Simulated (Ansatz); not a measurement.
Consider SnO2 in the rutile structure (space group P4_2/mnm, No. 136; a = 4.759 Å, c = 3.200 Å). Axes: x, y, z lie along a, b, c of the conventional cell.

Structures relaxed with plane-wave PAW DFT at the r2SCAN level (Ansatz, a program for electronic structure, 500 eV), scalar-relativistic without spin-orbit coupling, earlier PAW set.

Base:

Simulated powder pattern, Co Kα, λ = 1.79026 Å (kinematic, ideal powder, no thermal factors, no anomalous dispersion; the 10 strongest lines at most, above 2 %, up to 2θ = 90°):

```json
[
 {"2θ (°)": "30.86", "I/Imax (%)": "100", "hkl": "(110)"},
 {"2θ (°)": "39.40", "I/Imax (%)": "79", "hkl": "(101)"},
 {"2θ (°)": "44.20", "I/Imax (%)": "22", "hkl": "(200)"},
 {"2θ (°)": "60.68", "I/Imax (%)": "63", "hkl": "(211)"},
 {"2θ (°)": "64.29", "I/Imax (%)": "15", "hkl": "(220)"},
 {"2θ (°)": "68.03", "I/Imax (%)": "7.5", "hkl": "(002)"},
 {"2θ (°)": "73.01", "I/Imax (%)": "14", "hkl": "(310)"},
 {"2θ (°)": "76.55", "I/Imax (%)": "15", "hkl": "(112)"},
 {"2θ (°)": "78.08", "I/Imax (%)": "19", "hkl": "(301)"},
 {"2θ (°)": "84.78", "I/Imax (%)": "8.0", "hkl": "(202)"}
]
```

After one change:

Simulated powder pattern, Co Kα, λ = 1.79026 Å (kinematic, ideal powder, no thermal factors, no anomalous dispersion; the 10 strongest lines at most, above 2 %, up to 2θ = 90°):

```csv
2θ (°),I/Imax (%)
30.43,100
39.48,76
43.58,22
60.25,62
63.33,15
68.73,7.1
71.87,14
77.00,14
77.25,19
85.00,7.7
```

Task: Name the change that was made.
A. biaxial strain −2.02 %, plane normal [001], relaxed out of plane
B. strain tensor (xx, yy, zz, yz, xz, xy) = (+0.31, −1.12, −2.39, −0.96, +0.31, +1.41) %
C. biaxial strain +1.36 %, plane normal [001], relaxed out of plane
D. uniaxial strain ε_yy = +3.37 %

Result: C, biaxial strain +1.36 %, plane normal [001], relaxed out of plane. Its volume per atom is 12.30 Å³ against 12.08 Å³, and its space group is P4_2/mnm (No. 136).

Whether these cells are dynamically stable was not tested.
